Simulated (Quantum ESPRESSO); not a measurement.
Worked example: self-consistent single point of ZrCu (Pm-3m, 2 atoms in the cell) in Quantum ESPRESSO.

Method of the run: LDA (PZ), PSlibrary ultrasoft (LDA) pseudopotentials (plane waves; Quantum ESPRESSO).

```xyz
2
Lattice="3.2527 0.0000 0.0000 0.0000 3.2527 0.0000 0.0000 0.0000 3.2527" Properties=species:S:1:pos:R:3 pbc="T T T"
Zr     1.6263     1.6263     1.6263
Cu     0.0000     0.0000     0.0000
```

Reference input (self-consistent single point, DFT, LDA (PZ), plane waves, PSlibrary ultrasoft (LDA) pseudopotentials): ecutwfc = 55 Ry; ecutrho = 330 Ry; occupations = smearing; smearing = fermi-dirac; degauss = 0.0036749 Ry; potentials = {Zr: Zr.pz-spn-rrkjus_psl.1.0.0.UPF, Cu: Cu.pz-dn-rrkjus_psl.1.0.0.UPF}; K_POINTS = automatic 8 8 8 0 0 0; conv_thr = 1e-10 Ry; mixing_beta = 0.7. This run's input differs from it in these lines:

```diff
@@ -20,3 +20,3 @@
 &ELECTRONS
-   conv_thr = 1.0d-10
+   conv_thr = 7.3e-05
    mixing_beta = 0.7
```

Output (repeated stretches shortened):

```
     Self-consistent Calculation

     iteration #  1     ecut=    55.00 Ry     beta= 0.70

     Threshold (ethr) on eigenvalues was too large:
     Diagonalizing with lowered threshold

     total energy              =    -221.74920741 Ry
     estimated scf accuracy    <       0.22920204 Ry

     iteration #  2     ecut=    55.00 Ry     beta= 0.70

     total energy              =    -221.76187931 Ry
     estimated scf accuracy    <       1.29219374 Ry

     iteration #  3     ecut=    55.00 Ry     beta= 0.70

     total energy              =    -221.89729138 Ry
     estimated scf accuracy    <       0.02489393 Ry

     iteration #  4     ecut=    55.00 Ry     beta= 0.70

     total energy              =    -221.90209161 Ry
     estimated scf accuracy    <       0.00114813 Ry

     iteration #  5     ecut=    55.00 Ry     beta= 0.70

     total energy              =    -221.90263997 Ry
     estimated scf accuracy    <       0.00037873 Ry

     iteration #  6     ecut=    55.00 Ry     beta= 0.70
     End of self-consistent calculation

     the Fermi energy is    13.6279 ev

!    total energy              =    -221.90268769 Ry
     estimated scf accuracy    <       0.00000097 Ry
     smearing contrib. (-TS)   =      -0.00195089 Ry
     internal energy E=F+TS    =    -221.90073680 Ry

     convergence has been achieved in   6 iterations

     Forces acting on atoms (cartesian axes, Ry/au):

     atom    1 type  1   force =     0.00000000    0.00000000    0.00000000
     atom    2 type  2   force =     0.00000000    0.00000000    0.00000000

     Total force =     0.000000     Total SCF correction =     0.000000

          total   stress  (Ry/bohr**3)                   (kbar)     P=      -71.54
  -0.00048632   0.00000000   0.00000000          -71.54        0.00        0.00
   0.00000000  -0.00048632   0.00000000            0.00      -71.54        0.00
   0.00000000   0.00000000  -0.00048632            0.00        0.00      -71.54

   JOB DONE.
```

The run converged in 6 iterations. Against the reference run the free energy is nearly the same (within 1 meV/atom) and the pressure goes from -6.75 to -7.15 GPa.

The starting cell comes from a database of computed structures (which also holds hypothetical and non-ambient phases and stackings), without a prior relaxation at this level. Spin polarisation is off. With a pressure of about -7 GPa the cell is away from its equilibrium volume at this level.
